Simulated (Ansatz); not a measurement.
# A self-consistent single point of Sb (P2_1/m, 2 atoms in the cell) with Ansatz

Method: LDA (PW92), default PAW files made with PBE (plane waves; Ansatz, a quantum-chemistry and plane-wave program).

The input file:

Ansatz 0.2 input:
```yaml
# Sb
crystal:
  lattice:
    - [3.113033, 0.000000, 0.000000]
    - [0.000000, 4.334477, 0.000000]
    - [-0.038801, 0.000000, 4.392630]
  atoms:
    - { symbol: Sb, position_ang: [3.048132, 3.250858, 3.333259] }
    - { symbol: Sb, position_ang: [0.026100, 1.083619, 1.059371] }
basis:
  ecutwfc: 420.0
kpoints:
  mp_grid: { grid: [11, 8, 8] }
hamiltonian:
  xc: lda
  pseudopotentials: { kind: paw }
scf:
  occupations: { method: fermi_dirac, width: 0.1 }
output:
  forces: true
  eigenvalues: true
  stress: true
```

Output (repeated stretches shortened):

```
WARN ansatz: RAYON_NUM_THREADS=1 ignored (pool sized by the plan → 1); use --threads N
Pseudopotentials: kind: paw
Pseudopotential: Sb, paw, valence charge 15
Crystal: 2 atoms, lattice volume = 59.271 Å³
Basis set: ecut = 420 eV, 1159 PW (Γ)
Bands: 19, of which v1, the nominal top of the filled ones, is band 15 counted from 1 (14 counted from 0)
Symmetry: 4 space group operations
Space group: P21/m (ITA 11), of the structure as read, at distance tolerance 3.9e-5 Å
k-points: 225 of 704
PAW frozen core: Sb, regenerated for the run's functional, and the local potential with it
Initial density: superposition of atomic densities (neutral atoms: chi_scale 0, normalization atom), corrected by the library's trained network
Initial wavefunctions: pseudopotential atomic-orbital guess
Eigensolver: davidson
Functional: x = slater, c = lda
SCF iter   1: F=—  HF=-12671.560729 eV  |F-HF|=—  |Δ(HF+E_count)|=         —  Δρ=6.03e-3  dr2=8.51e-3  ethr=1.77e-3  ⟨swp⟩=6.0  Hψ=21434  notcnv=0
all-band conjugate gradients solve this SCF's bands
preconditioner: auto → Kerker (q_TF=auto, 2.436 Å⁻¹)
SCF iter   2: F=—  HF=-12671.555808 eV  |F-HF|=—  |Δ(HF+E_count)|=   4.92e-3  Δρ=3.50e-3  dr2=3.00e-3  ethr=2.84e-5  ⟨swp⟩=1.6  Hψ=6447  notcnv=0
SCF iter   3: F=—  HF=-12671.554679 eV  |F-HF|=—  |Δ(HF+E_count)|=   1.13e-3  Δρ=6.89e-4  dr2=2.46e-4  ethr=9.99e-6  ⟨swp⟩=2.0  Hψ=6512  notcnv=0
SCF iter   4: F=—  HF=-12671.554613 eV  |F-HF|=—  |Δ(HF+E_count)|=   6.57e-5  Δρ=5.86e-4  dr2=8.75e-5  ethr=8.18e-7  ⟨swp⟩=2.0  Hψ=7660  notcnv=0
SCF iter   5: F=—  HF=-12671.554548 eV  |F-HF|=—  |Δ(HF+E_count)|=   6.49e-5  Δρ=2.22e-4  dr2=1.36e-5  ethr=2.92e-7  ⟨swp⟩=2.0  Hψ=6679  notcnv=0
SCF iter   6: F=—  HF=-12671.554541 eV  |F-HF|=—  |Δ(HF+E_count)|=   7.02e-6  Δρ=5.36e-5  dr2=1.18e-6  ethr=4.52e-8  ⟨swp⟩=2.0  Hψ=6802  notcnv=0
SCF iter   7: F=-12671.554541 eV  HF=-12671.554541 eV  |F-HF|=2.26e-8  |Δ(HF+E_count)|=   4.87e-7  Δρ=1.01e-5  dr2=4.19e-8  ethr=3.33e-10  ⟨swp⟩=3.7  Hψ=17956  notcnv=0
SCF 1 converged in 7 iterations: F = -12671.554541 eV  dr2 = 4.19e-8
SCF converged after 7 iterations
Free energy (F): -12671.554541 eV
Harris-Foulkes:  -12671.554541 eV  (|F-HF|=2.26e-8)
Internal energy: -12671.514702 eV  (E = F + TS)
E sigma→0 (E₀):  -12671.534621 eV
Entropy (-TS):   -0.039838 eV (-19.919 meV/atom)
Fermi energy:    9.706158 eV
--- Per-component energies (eV) ---
  E_band       = -338.669243
  E_kinetic    = 416.254180
  E_local      = -3143.578269  (includes V_loc(G=0)·N_el)
  E_nonlocal   = 732.335337
  E_hartree    = 1420.431561
  E_xc         = -275.826227
  E_vxc        = -194.760225  (∫ρ·V_xc dr)
  E_paw        = -8852.752964  (= ΣΔE_a)
  E_vpaw       = -989.782463  (= ΣTr[D̂ρ^β])
  E_aug_tail   = -0.000004  (compensation charges beyond the density's cutoff)
  E_ewald      = -2969.495964
  E_core_change = 1.117647  (= ΣΔE_core)
  E_smearing   = -0.039838  (= −TS)
  E_closure    = -0.000000  (closes the sum)
  Σ components = -12671.554541   (vs F -12671.554541, Δ=0.00e0)
--- Forces (eV/Å), atoms counted from 1 ---
  atom   1  Sb     0.03905812     0.00000000    -0.07831554
  atom   2  Sb    -0.03905812     0.00000000     0.07831554
  max |Σ_I F_I| component: 0.00e0 eV/Å
--- Stress (GPa, compression-positive) ---
       -3.293731       0.000000       0.075643
        0.000000      -2.413293       0.000000
        0.075643       0.000000      -2.707478
  P = ⅓ Tr σ = -2.8048 GPa (-28.048 kbar)
  The stress holds the Pulay correction. Without it, at fixed plane waves, as pw.x and ABINIT print it: P = -2.8407 GPa
--- Band table (eV; the first three rows and the last of 225) ---
  k-point 0: bands = ["-19.3389", "-19.3222", "-19.2549", "-19.2319", "-19.1877", "-19.1865", "-19.1468", "-19.1439", "-19.1433", "-19.0738", "-2.7388", "2.3368", "6.1589", "6.2912", "11.8978", "12.8272", "13.0487", "13.1849", "16.6078"]
  k-point 1: bands = ["-19.3296", "-19.3188", "-19.2506", "-19.2351", "-19.1862", "-19.1849", "-19.1504", "-19.1456", "-19.1449", "-19.0839", "-2.6262", "1.9133", "6.4308", "6.4763", "12.1671", "12.3215", "12.7366", "12.9391", "16.5245"]
  k-point 2: bands = ["-19.3091", "-19.3030", "-19.2442", "-19.2385", "-19.1818", "-19.1805", "-19.1606", "-19.1504", "-19.1495", "-19.1122", "-2.2911", "0.9918", "6.8452", "7.1579", "10.9878", "11.2320", "13.2638", "13.7444", "16.0324"]
  k-point 224: bands = ["-19.2278", "-19.2278", "-19.2155", "-19.2155", "-19.1992", "-19.1992", "-19.1918", "-19.1918", "-19.1106", "-19.1106", "1.4332", "1.4332", "6.0614", "6.0614", "8.9044", "8.9044", "12.6081", "12.6081", "14.3851"]
```

The run converged in 7 iterations.

The starting cell comes from a database of computed structures (which also holds hypothetical and non-ambient phases and stackings), without a prior relaxation at this level. Its lattice was rescaled by up to half a per cent. Spin-orbit coupling is off. Ansatz's pressure includes its estimate of the finite-basis (Pulay) stress.
